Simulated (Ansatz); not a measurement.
Base system: ZrO₂ (space group P4_2/nmc, No. 137; a = 3.584 Å, c = 5.177 Å).

Levels (all Ansatz, a quantum-chemistry and plane-wave program, PAW): PBEsol (420 eV, no SOC); r2SCAN (500 eV, spin-orbit coupling left out).

Its gap is 4.00 eV with PBEsol and 4.61 eV with r2SCAN.

Now apply this change: a hydrostatic pressure of 15 GPa.

With PBEsol the gap becomes 3.94 eV.

Question: If the r2SCAN correction stayed the same, what would the r2SCAN gap be, and what does the r2SCAN run give?

Answer: A rigid correction of +0.61 eV gives 4.55 eV. The r2SCAN run gives 4.57 eV, so the two effects roughly add.

Single points use the geometry relaxed with PBEsol. Load acts through the strain it causes; cell and atoms are relaxed under it. Whether these cells are dynamically stable was not tested. No other phases were tried under pressure. This is not the structure that ZrO2 has at room temperature and ambient pressure.
